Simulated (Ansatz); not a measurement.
**How the equilibrium volume per atom of AlP (model structure, started from the PtS type, P4₂/mmc, No. 131, 4 atoms in the cell) moves with the method**

No measured value is used here.

**Question.** Put these levels in order of the equilibrium volume per atom that they give for AlP (model structure, started from the PtS type, P4₂/mmc, No. 131, 4 atoms in the cell), smallest first: PBE (Ansatz, a quantum-chemistry and plane-wave program), PBE-D3(BJ) (Ansatz), PBEsol (Ansatz).

**Answer.** PBE-D3(BJ) (20.66 Å³/atom), PBEsol (20.90 Å³/atom), PBE (21.42 Å³/atom)

Ansatz's density-functional and Hartree–Fock values are scalar-relativistic unless marked +SOC, with PAW data made under PBE.

A model structure was made by putting elements into a prototype or built by hand; it is no filed structure, need not be a known phase, and can be a saddle point held by its symmetry.
